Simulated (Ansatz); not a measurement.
Take CdF₂ in the fluorite structure (space group Fm-3m, No. 225; a = 5.3840 Å) as the base. Axes: x, y, z lie along the cube axes.

The values are results of PBEsol in Ansatz (plane waves to 420 eV, PAW, no SOC), not measurements.

Base values:

```
Item         Value
--------  --------
Pressure  0.00 GPa
```

The change: uniaxial strain ε_zz = −1.50 %, all other strain components held at zero; the atoms relax in the strained cell.

### Question
What does the calculation give for the pressure and energy relative to the base after the change?

### Answer
The pressure (mean of the normal stresses, compression positive) goes from zero to 1.69 GPa; the energy increases by 1.6 meV/atom.

Whether these cells are dynamically stable was not tested.

Ansatz is a quantum-chemistry and plane-wave program.
